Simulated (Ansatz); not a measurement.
Start from BAs in the zinc blende structure (space group F-43m, No. 216).

```xyz
2
Lattice="0.0000 2.3919 2.3919 2.3919 0.0000 2.3919 2.3919 2.3919 0.0000" Properties=species:S:1:pos:R:3 pbc="T T T"
B      0.0000     0.0000     0.0000
As     1.1960     1.1960     1.1960
```

Cartesian axes are those of the cell as printed.

Level of theory: Ansatz (a first-principles code) r2SCAN, no spin-orbit coupling.

One thing is altered: the cell is stretched by 2.00 % along z with no lateral relaxation, atoms relaxed at fixed cell.

Q: Predict the stress tensor and what it implies for the stiffness.

A: Stress of the strained cell less that of the base (GPa, compression positive):
```
  -1.20    0.00    0.00
   0.00   -1.20    0.00
   0.00    0.00   -5.65
```

Then −Δσ_ii/ε with ε = 0.0200 gives secant stiffness values (nonlinear terms included at this strain): C33 ≈ 282 GPa, C13 ≈ 60 GPa and C23 ≈ 60 GPa.

As a check, the harmonic strain energy −½ V₀ Δσ:ε is 4.8 meV/atom; the computed energy rise is 4.9 meV/atom.

Whether these cells are dynamically stable was not tested.
